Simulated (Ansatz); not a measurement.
**Response to strain in MgSe**

Take MgSe in the rock salt structure (space group Fm-3m, No. 225) as the base.

MgSe is taken in the cubic space group Fm-3m (No. 225), the rock salt structure, Pearson symbol cF8. Conventional cell: a = 5.508 Å, b = 5.508 Å, c = 5.508 Å, α = 90.00°, β = 90.00°, γ = 90.00°. Se on 4a is surrounded by 6 Mg at 2.754 Å (octahedral). Mg on 4b is surrounded by 6 Se at 2.754 Å (octahedral). (Neighbours: up to the widest gap in distance over summed covalent radii, below 1.35, at either atom; cation-cation and far metal-metal contacts left out.)
(The calculation used a cell of 2 atoms; values per cell refer to that cell.)

Strains are applied to the cell and any free atomic positions relax.

Calculations: PBE (Ansatz, a program for electronic structure), no spin-orbit coupling, earlier PAW set.

Computed cases, in order: isotropic strain −4.33 %; isotropic strain −1.32 %; the unstrained base; isotropic strain +5.85 %.

### Question
Between which two neighbouring cases does the gap turn between direct and indirect?

### Answer
Between the unstrained base (1.77 eV, indirect, Γ → X) and isotropic strain +5.85 % (1.44 eV, direct at Γ). The whole series: isotropic strain −4.33 %: 1.99 eV, indirect, Γ → X; isotropic strain −1.32 %: 1.84 eV, indirect, Γ → X; the unstrained base: 1.77 eV, indirect, Γ → X; isotropic strain +5.85 %: 1.44 eV, direct at Γ.

No phonon test of stability was made.
